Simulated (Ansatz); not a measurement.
Amorphous Ti$_{20}$O$_{43}$Al$_{2}$, 65 atoms at 3.65 g/cm³, one PBE-relaxed geometry, zone centre. Methods: PBE, scalar-relativistic without spin-orbit coupling (Ansatz, an electronic-structure program); r2SCAN, scalar-relativistic without spin-orbit coupling (Ansatz); HSE06, scalar-relativistic without spin-orbit coupling (Ansatz). Plane waves to 420 eV (r2SCAN 500 eV); exact exchange is cut at the cell's faces. At PBE the levels at the filled edge of the gap are localised (band-tail or defect states). All rungs ran without spin polarisation.

A CHGNet melt-quench gave the starting glass, which DFT then relaxed. O atoms were pushed apart under 1.9 Å during the dynamics, to hinder bonds among them. The hot cell started wider than the set density and was brought back towards it in steps. It is the lowest in DFT energy of 2 quenches. It is a model cell: composition and starting density were chosen by hand, and all elements were melted together. No dispersion term was used. Its density started from a set value of 3.56 and ended at 3.65 g/cm³. The quench (nominally 240 K/ps over its main leg) was far faster than any real one, so the model tends to hold more defects than a real film. Values belong to this one cell and scatter from quench to quench. Volume and shape were free in the relaxation. On a 2×2×2 Γ-centred mesh force components of up to 0.13 eV/Å stay, since the relaxation ran on the zone centre alone.

The relaxation ran on the zone centre alone. At PBE the level gap is 2.38 eV on a 2×2×2 Γ-centred mesh, and the spacing at the zone centre alone 2.41 eV.

Task: What zone-centre spacing does r2SCAN give, roughly?

Result: 2.73 eV (+0.32 eV against PBE).

Task: What zone-centre spacing does HSE06 give, roughly?

Result: 3.91 eV (+1.50 eV against PBE).

The highest filled and the lowest empty state spread over these numbers of atoms (participation numbers): PBE: 5.5 and 9.6; r2SCAN: 5.2 and 8.9; HSE06: 5.2 and 9.3.
